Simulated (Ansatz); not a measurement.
Structure of amorphous Si₁₄Al₁₂O₄₆ (periodic cell):

```xyz
72
Lattice="10.1391 0.2499 -0.2386 0.2499 10.3213 -0.0153 -0.2386 -0.0153 9.6580" Properties=species:S:1:pos:R:3 pbc="T T T"
Si     3.5550     2.2076     3.2850
Si     7.3995     2.9032     0.5658
Si     9.9357     3.6257     3.8518
Si     5.9391     1.2059     8.1781
Si     8.8548     8.0955    -0.0283
Si     4.1394     9.3100     8.2741
Si     4.5943     6.1944     8.1183
Si     1.4601     7.3598     1.4295
Si     4.5103     5.2270     5.3030
Si     9.9757     1.7808     1.4303
Si     6.5936     8.3930     1.8117
Si     2.1716     5.0040     3.4873
Si     8.5688     8.3785     4.3196
Si     6.9612    10.4314     4.3807
Al     8.7652     5.1331     8.2972
Al     6.6318     3.2688     3.5309
Al     3.5670     9.7661     1.5010
Al     1.3363     0.7762     8.6289
Al     1.0882     9.3981     3.4780
Al     3.8060    10.2033     5.2059
Al     1.0290     0.9864     5.9516
Al     8.8578    10.1089     7.1904
Al     3.5343     2.4867     6.5197
Al     7.0881     5.5527     0.7128
Al     7.6375     5.3552     5.1904
Al     1.7081     5.6593     8.7759
O      5.1280     9.0408     1.7614
O      3.6069     9.5654     6.7952
O      0.1481     0.1717     7.3240
O      5.0649     2.6070     3.1243
O      7.1985     1.5808     4.0834
O      4.9584     6.2797     6.4840
O      5.6635     5.5647     9.1070
O      2.9414     9.9782     9.3420
O      0.3365     4.7499     8.5813
O      6.7185     6.7984     1.9542
O      3.2815     1.6656     4.8958
O      8.1546     9.6466     5.4358
O      5.4598     9.9924     4.6997
O      8.3490     4.0942     4.0864
O      2.6538     3.5345     2.9535
O      0.7920     1.4446     0.3506
O     10.0934     3.1934     2.2749
O      9.0177     8.7166     8.2102
O      8.4630     6.5064    -0.2048
O      2.0896     1.7406     7.2838
O      0.7957     4.6860     4.3448
O      7.5950     8.9010     0.6311
O     10.0482     8.1067     1.1190
O      3.4322     5.8367     4.1818
O      4.3338     7.7516     8.5993
O      0.0300     0.3001     2.6613
O      3.1080     0.8980     2.4289
O      1.7514     7.1760     9.5909
O      7.8975     4.0757     9.4126
O      6.9091     3.9237     1.7992
O      5.8964     2.2001     9.4851
O      5.5003    10.1062     8.6206
O      7.4242     9.1469     3.2307
O     10.1013     8.4978     3.9376
O      5.9826     4.7402     4.6333
O      3.2483     5.2912     8.2285
O      5.0286     1.8556     7.0294
O      8.0265     5.1119     6.7914
O      0.1611     2.1807     5.1027
O      2.2438     8.6440     2.2168
O      3.6333     4.0535     5.9163
O      7.9905     6.9787     4.6930
O      1.7035     5.9776     2.2459
O      8.3957     1.7063     0.9770
O      7.4427     0.9581     7.6556
O      2.0131     9.9936     4.8584
```

Computed with PBE, scalar-relativistic without spin-orbit coupling (plane waves to 420 eV, PAW; Ansatz, a program for electronic structure).

Preparation: random packing, a CHGNet melt and quench, and a DFT relaxation. O atoms were pushed apart under 1.9 Å during the dynamics, to hinder bonds among them. The hot cell started wider than the set density and was brought back towards it in steps. It is the lowest in DFT energy of 2 quenches. It is a model cell: composition and starting density were chosen by hand, and all elements were melted together. No dispersion term was used. Its density started from a set value of 2.56 and ended at 2.39 g/cm³. Cooling (nominally 470 K/ps over its main leg) ran many orders faster than in experiment, which tends to leave more defects and strain. A cell of this size samples the disorder only roughly. Volume and shape were free in the relaxation.

Bonds are counted up to Si-Si 2.60 Å, Si-Al 2.55 Å, Si-O 1.98 Å, Al-Al 2.66 Å, Al-O 2.18 Å, O-O 1.58 Å. Two cations that share two anions don't count as bonded, nor two that share one unless they lie closer than Si-Si 2.38 Å, Si-Al 2.48 Å, Al-Al 2.59 Å.

Task: Give the coordination numbers, mean bond lengths and angles.

Result: 
```yaml
Mean coordination of Si by anions: 4.00 (14 with 4)
Mean coordination of Al by anions: 4.08 (1 with 3, 9 with 4, 2 with 5)
Mean coordination of O: 2.28 (33 with 2, 13 with 3)
Mean Si-O bond: 1.644 Å (spread 0.054 Å, 56 counted)
Mean Al-O bond: 1.800 Å (spread 0.092 Å, 49 counted)
Bond angle at Si: mean 109.3°, spread 6.4°
Bond angle at Al: mean 108.9°, spread 16.6°
Bond angle at O: mean 131.0°, spread 20.9°
```

Task: List the pairs of like atoms that count as bonded by the rules above.

Result: There are none by these rules.

Task: What Bader charges do the atoms carry, from a run on the zone centre alone?

Result: Means (range): Si +3.26 e (+3.21 to +3.28), Al +2.54 e (+2.50 to +2.56), O -1.66 e (-1.70 to -1.61).
| atom | charge (e) |
|---|---|
| Si1 | +3.27 |
| Si2 | +3.27 |
| Si3 | +3.27 |
| Si4 | +3.28 |
| Si5 | +3.27 |
| Si6 | +3.27 |
| Si7 | +3.28 |
| Si8 | +3.27 |
| Si9 | +3.26 |
| Si10 | +3.28 |
| Si11 | +3.25 |
| Si12 | +3.27 |
| Si13 | +3.24 |
| Si14 | +3.21 |
| Al15 | +2.55 |
| Al16 | +2.56 |
| Al17 | +2.55 |
| Al18 | +2.54 |
| Al19 | +2.55 |
| Al20 | +2.54 |
| Al21 | +2.53 |
| Al22 | +2.55 |
| Al23 | +2.55 |
| Al24 | +2.55 |
| Al25 | +2.55 |
| Al26 | +2.50 |
| O27 | -1.64 |
| O28 | -1.65 |
| O29 | -1.68 |
| O30 | -1.65 |
| O31 | -1.61 |
| O32 | -1.64 |
| O33 | -1.65 |
| O34 | -1.68 |
| O35 | -1.66 |
| O36 | -1.63 |
| O37 | -1.70 |
| O38 | -1.67 |
| O39 | -1.64 |
| O40 | -1.67 |
| O41 | -1.65 |
| O42 | -1.65 |
| O43 | -1.65 |
| O44 | -1.65 |
| O45 | -1.69 |
| O46 | -1.68 |
| O47 | -1.64 |
| O48 | -1.64 |
| O49 | -1.65 |
| O50 | -1.63 |
| O51 | -1.66 |
| O52 | -1.66 |
| O53 | -1.65 |
| O54 | -1.65 |
| O55 | -1.68 |
| O56 | -1.67 |
| O57 | -1.64 |
| O58 | -1.65 |
| O59 | -1.67 |
| O60 | -1.64 |
| O61 | -1.67 |
| O62 | -1.65 |
| O63 | -1.66 |
| O64 | -1.66 |
| O65 | -1.65 |
| O66 | -1.69 |
| O67 | -1.65 |
| O68 | -1.64 |
| O69 | -1.65 |
| O70 | -1.65 |
| O71 | -1.65 |
| O72 | -1.69 |
